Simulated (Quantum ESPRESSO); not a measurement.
A self-consistent single point of ZrVCr (Imma, 6 atoms in the cell) with Quantum ESPRESSO.

Level of theory: PBEsol, GBRV 1.5 ultrasoft (PBESOL) pseudopotentials (plane waves; Quantum ESPRESSO 7.5).

The change in words: lattice scaled by 0.98. Reference geometry:
```
ZrVCr
1.0
   -2.50252     2.67225     3.64980
    2.50252    -2.67225     3.64980
    2.50252     2.67225    -3.64980
Zr V Cr
2 2 2
Direct
  0.12748   0.87748   0.25000
  0.87252   0.12252   0.75000
  0.50000   0.50000   0.00000
  0.00000   0.50000   0.50000
  0.50000   0.50000   0.50000
  0.50000   0.00000   0.00000
```

Reference input (self-consistent single point, DFT, PBEsol, plane waves, GBRV 1.5 ultrasoft (PBESOL) pseudopotentials): ecutwfc = 50 Ry; ecutrho = 400 Ry; occupations = smearing; smearing = gauss; degauss = 0.0073499 Ry; potentials = {Zr: zr_pbesol_v1.uspp.F.UPF, V: v_pbesol_v1.4.uspp.F.UPF, Cr: cr_pbesol_v1.5.uspp.F.UPF}; K_POINTS = automatic 5 5 5 0 0 0; conv_thr = 1e-09 Ry; mixing_beta = 0.5. This run's input differs from it in these lines:

```diff
@@ -37,5 +37,5 @@
 CELL_PARAMETERS {angstrom}
-  -2.50252400     2.67225300     3.64980000
-   2.50252400    -2.67225300     3.64980000
-   2.50252400     2.67225300    -3.64980000
+  -2.45247400     2.61880800     3.57680400
+   2.45247400    -2.61880800     3.57680400
+   2.45247400     2.61880800    -3.57680400
```

Output, abridged:

```
     Self-consistent Calculation

     iteration #  1     ecut=    50.00 Ry     beta= 0.50

---- Real-time Memory Report at c_bands before calling an iterative solver
           319 MiB given to the printing process from OS
           137 MiB allocation reported by mallinfo(arena+hblkhd)
------------------

     negative rho (up, down):  1.244E-01 0.000E+00

     total energy              =    -835.24285379 Ry
     estimated scf accuracy    <       6.69178688 Ry

     iteration #  2     ecut=    50.00 Ry     beta= 0.50

---- Real-time Memory Report at c_bands before calling an iterative solver
   [... lines left out ...]
           426 MiB given to the printing process from OS
           178 MiB allocation reported by mallinfo(arena+hblkhd)
------------------

     negative rho (up, down):  1.268E-01 0.000E+00

     total energy              =    -839.01734508 Ry
     estimated scf accuracy    <       0.00000019 Ry

     iteration # 18     ecut=    50.00 Ry     beta= 0.50

---- Real-time Memory Report at c_bands before calling an iterative solver
           428 MiB given to the printing process from OS
           178 MiB allocation reported by mallinfo(arena+hblkhd)
------------------

     negative rho (up, down):  1.268E-01 0.000E+00
     End of self-consistent calculation

     the Fermi energy is    16.4807 ev

!    total energy              =    -839.01734509 Ry
     estimated scf accuracy    <          1.6E-10 Ry
     smearing contrib. (-TS)   =      -0.00305599 Ry
     internal energy E=F+TS    =    -839.01428910 Ry

     convergence has been achieved in  18 iterations

     negative rho (up, down):  1.268E-01 0.000E+00

     Forces acting on atoms (cartesian axes, Ry/au):

     atom    1 type  1   force =    -0.00000000    0.00000000   -0.00124468
     atom    2 type  1   force =     0.00000000   -0.00000000    0.00124468
     atom    3 type  2   force =    -0.00000000   -0.00000000   -0.00000000
     atom    4 type  2   force =    -0.00000000   -0.00000000   -0.00000000
     atom    5 type  3   force =    -0.00000000    0.00000000    0.00000000
   [... lines left out ...]
     Total force =     0.001760     Total SCF correction =     0.000000
   [... lines left out ...]

     negative rho (up, down):  1.268E-01 0.000E+00
          total   stress  (Ry/bohr**3)                   (kbar)     P=       -5.98
   0.00001493  -0.00000000   0.00000000            2.20       -0.00        0.00
  -0.00000000  -0.00009920   0.00000000           -0.00      -14.59        0.00
   0.00000000   0.00000000  -0.00003771            0.00        0.00       -5.55

   JOB DONE.
```

The run converged in 18 iterations. Against the reference run the free energy goes down by 32.3 meV/atom, the pressure goes from -9.82 to -0.60 GPa and the largest force goes from 0.010 to 0.032 eV/Å.

The starting cell comes from a database of computed structures (which also holds hypothetical and non-ambient phases and stackings), without a prior relaxation at this level. Its lattice was rescaled by a random factor within 2.5 % of one. For this run, on top of that: lattice scaled by 0.98. Spin polarisation is off.

Cost on one core of a shared machine: roughly 3 min.
